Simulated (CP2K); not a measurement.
# A short convergence ladder for Rb (Im-3m, 1 atom in the cell)

```
Rb
1.0
    4.90772     0.00000     0.00000
   -1.63591     4.62704     0.00000
   -1.63591    -2.31352     4.00714
Rb
1
Direct
  0.00000   0.00000   0.00000
```

Base method: LDA (Pade form), GPW, DZVP-MOLOPT-SR-GTH basis, GTH-PADE potentials (GTH_POTENTIALS) (CP2K).

Base settings: CUTOFF = 500 Ry; REL_CUTOFF = 50 Ry; SMEAR/METHOD = FERMI_DIRAC; ELECTRONIC_TEMPERATURE = 1160.45 K; KPOINTS/SCHEME = MONKHORST-PACK 3 3 3; XC_FUNCTIONAL = PADE; Rb/BASIS_SET = DZVP-MOLOPT-SR-GTH; Rb/POTENTIAL = GTH-PADE-q9; METHOD = GPW; EPS_DEFAULT = 1e-10.

**The setting rel cutoff**

The second cell is the first with its lattice scaled by 0.98.

The mesh stays at the base's, so the ladder's end is converged at best in this setting alone.

Only quantities that move along the ladder and can be compared are tabulated.

| REL_CUTOFF | free energy less the last step's (meV/atom) | energy of the compressed cell less the first (meV/atom) | pressure (GPa) |
|---|---|---|---|
| 10 Ry | -229.58 | 28.25 | 0.85 |
| 20 Ry | -3.27 | -11.20 | -0.39 |
| 30 Ry | -0.01 | -11.99 | -0.42 |
| 40 Ry | 0.00 | -12.00 | -0.42 |
| 50 Ry | 0.00 | -12.00 | -0.42 |
| 60 Ry | 0.00 | -12.00 | -0.42 |
| 80 Ry | 0.00 | -12.00 | -0.42 |
| 100 Ry | 0.00 | -12.00 | -0.42 |

Coarsest REL_CUTOFF that holds the free energy within 2 meV/atom of the last step, with all finer ones: 30 Ry; the step before is off by 3.3 meV/atom.

Coarsest REL_CUTOFF that holds the energy of the compressed cell less the first within 2 meV/atom of the last step, with all finer ones: 20 Ry; the step before is off by 40 meV/atom.

Coarsest REL_CUTOFF that holds the pressure within 0.1 GPa of the last step, with all finer ones: 20 Ry; the step before is off by 1.3 GPa.

The energy difference between the two cells stays within 1 meV/atom of the last step's from 20 Ry on, the total only from 30 Ry on: much of the error is common to both cells and cancels.

On the base run: the starting cell has typed, rounded lattice constants, without a prior relaxation at this level. Its lattice was rescaled by up to half a per cent. Values carry the incompleteness of an atom-centred basis. Without a gap this mesh is coarse (it stands for a supercell whose shortest vector is 15 Å).
